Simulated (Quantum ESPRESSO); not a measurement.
Worked example: self-consistent single point of Be₃N₂ (R3m, 5 atoms in the cell) in Quantum ESPRESSO.

Method of the run: PBEsol, SSSP 1.1.2 efficiency (PBE) pseudopotentials (plane waves; Quantum ESPRESSO).

```xyz
5
Lattice="1.4198 0.8197 4.8662 -1.4198 0.8197 4.8662 0.0000 -1.6395 4.8662" Properties=species:S:1:pos:R:3 pbc="T T T"
Be     0.0000     0.0000    12.5402
Be     0.0000     0.0000     4.6378
Be     0.0000     0.0000     1.2965
N      0.0000     0.0000     2.9805
N      0.0000     0.0000    10.3422
```

Reference input (self-consistent single point, DFT, LDA (PZ), plane waves, GBRV 1.5 ultrasoft (LDA) pseudopotentials): ecutwfc = 40 Ry; ecutrho = 200 Ry; occupations = fixed; potentials = {Be: be_lda_v1.4.uspp.F.UPF, N: n_lda_v1.2.uspp.F.UPF}; K_POINTS = automatic 9 9 9 0 0 0; nbnd = 13; conv_thr = 1e-11 Ry; mixing_beta = 0.4. This run's input differs from it in these lines:

```diff
@@ -13,6 +13,7 @@
     ntyp = 2,
-    ecutwfc = 40,
-    ecutrho = 200,
+    ecutwfc = 45,
+    ecutrho = 360,
     occupations = 'fixed',
     nbnd = 13,
+    input_dft = 'pbesol',
 /
@@ -23,4 +24,4 @@
 ATOMIC_SPECIES
-Be     9.0122  be_lda_v1.4.uspp.F.UPF
-N     14.0070  n_lda_v1.2.uspp.F.UPF
+Be     9.0122  be_pbe_v1.4.uspp.F.UPF
+N     14.0070  N.pbe-n-radius_5.UPF
 CELL_PARAMETERS angstrom
```

The program printed (abridged):

```
     Self-consistent Calculation

     iteration #  1     ecut=    45.00 Ry     beta= 0.40

---- Real-time Memory Report at c_bands before calling an iterative solver
           109 MiB given to the printing process from OS
            52 MiB allocation reported by mallinfo(arena+hblkhd)
------------------

     total energy              =    -124.89373104 Ry
     estimated scf accuracy    <       0.67468547 Ry

     iteration #  2     ecut=    45.00 Ry     beta= 0.40

---- Real-time Memory Report at c_bands before calling an iterative solver
           155 MiB given to the printing process from OS
   [... lines left out ...]

---- Real-time Memory Report at c_bands before calling an iterative solver
           160 MiB given to the printing process from OS
            85 MiB allocation reported by mallinfo(arena+hblkhd)
------------------

     total energy              =    -125.02500808 Ry
     estimated scf accuracy    <          1.1E-11 Ry

     iteration # 15     ecut=    45.00 Ry     beta= 0.40

---- Real-time Memory Report at c_bands before calling an iterative solver
           160 MiB given to the printing process from OS
            85 MiB allocation reported by mallinfo(arena+hblkhd)
------------------
     End of self-consistent calculation

     highest occupied, lowest unoccupied level (ev):     8.3674   11.1807

!    total energy              =    -125.02500808 Ry
     estimated scf accuracy    <          1.2E-12 Ry

     convergence has been achieved in  15 iterations

     Forces acting on atoms (cartesian axes, Ry/au):

     atom    1 type  1   force =     0.00000000   -0.00000000    0.00026412
     atom    2 type  1   force =     0.00000000    0.00000000   -0.00126356
     atom    3 type  1   force =     0.00000000    0.00000000    0.00105541
     atom    4 type  2   force =     0.00000000    0.00000000    0.00030076
     atom    5 type  2   force =    -0.00000000    0.00000000   -0.00035672

     Total force =     0.001731     Total SCF correction =     0.000001

          total   stress  (Ry/bohr**3)                   (kbar)     P=        0.96
   0.00001736   0.00000000   0.00000000            2.55        0.00        0.00
   0.00000000   0.00001736   0.00000000            0.00        2.55        0.00
   0.00000000   0.00000000  -0.00001524            0.00        0.00       -2.24

   JOB DONE.
```

The run converged in 15 iterations. Against the reference run the pressure goes from -7.32 to 0.10 GPa, the largest force goes from 0.038 to 0.032 eV/Å and the gap on the mesh goes from 2.884 to 2.813 eV.

The starting cell comes from a database of computed structures (which also holds hypothetical and non-ambient phases and stackings), without a prior relaxation at this level.

Cost on one core of a shared machine: roughly 60 s.
